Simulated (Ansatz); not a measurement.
Base system: Yb in the fcc (Cu type) structure (space group Fm-3m, No. 225; a = 5.069 Å).

Level of theory: PBEsol (Ansatz, a program for electronic structure, PAW, no spin-orbit coupling).

For the base:

The lattice parameter a is 5.069 Å.

Now apply this change: every Yb is replaced by Na, then cell and atoms are relaxed.

Tabulated Pauling electronegativity and covalent radius: Yb 1.10, 1.87 Å; Na 0.93, 1.66 Å.

Q: What does the calculation give for the lattice parameter a after the change?

A: The lattice parameter a grows by 0.190 Å (5.069 Å → 5.259 Å).

The state of the 4f shell was not checked for lower solutions. Stability against distortions was not tested. As relaxed here, Na is a hypothetical phase, not in the database extracts checked. Starting moments died away, wholly or in part, for the base; another magnetic solution may exist. All final runs are without spin polarisation.
